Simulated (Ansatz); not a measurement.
## Response to strain in GaN

Consider GaN in the wurtzite structure (space group P6_3mc, No. 186).

```yaml
crystal:
  lattice:
    - [3.18312, 0.00000, 0.00000]
    - [-1.59156, 2.75667, 0.00000]
    - [0.00000, 0.00000, 5.18363]
  atoms:
    - { symbol: Ga, position: [0.66667, 0.33333, 0.00099] }
    - { symbol: Ga, position: [0.33333, 0.66667, 0.50099] }
    - { symbol: N, position: [0.66667, 0.33333, 0.62421] }
    - { symbol: N, position: [0.33333, 0.66667, 0.12421] }
```

Cartesian axes are those of the cell as printed.

Strains are applied to the cell and any free atomic positions relax; under biaxial strain the out-of-plane vector relaxes too; under stress the whole cell relaxes.

Calculations: Kohn–Sham DFT with the r2SCAN functional, run in Ansatz (a quantum-chemistry and plane-wave program) with PAW and 500 eV plane waves, no spin-orbit coupling.

```csv
case,shortest interatomic distance,band gap,electron mass,width of the top valence band
base,1.946 Å,2.35 eV,"0.17 mₑ along c, 0.19 mₑ across (at Γ)",2.85 eV
"biaxial strain +0.82 %, plane normal [001], relaxed out of plane",1.956 Å,2.27 eV,"0.17 mₑ out of plane, 0.18 mₑ in plane (at Γ)",2.79 eV
isotropic strain +0.86 %,1.962 Å,___,"0.16 mₑ along c, 0.18 mₑ across (at Γ)",2.76 eV
isotropic strain +3.74 %,2.018 Å,___,___,2.49 eV
isotropic strain +4.11 %,2.025 Å,1.51 eV,___,2.46 eV
"uniaxial stress, 1 GPa compression along x",1.944 Å,2.34 eV,"0.17 mₑ along z, 0.19 mₑ across (at Γ)",–
```

Problem. What belongs in the blanks?

Solution. 
- isotropic strain +0.86 %, band gap: 2.17 eV
- isotropic strain +3.74 %, band gap: 1.59 eV
- isotropic strain +3.74 %, electron mass: 0.12 mₑ along c, 0.14 mₑ across (at Γ)
- isotropic strain +4.11 %, electron mass: 0.12 mₑ along c, 0.13 mₑ across (at Γ)

Masses are band curvatures over ±0.01 Å⁻¹ around the edge. Beyond what the load breaks, stability against distortions was not tested.
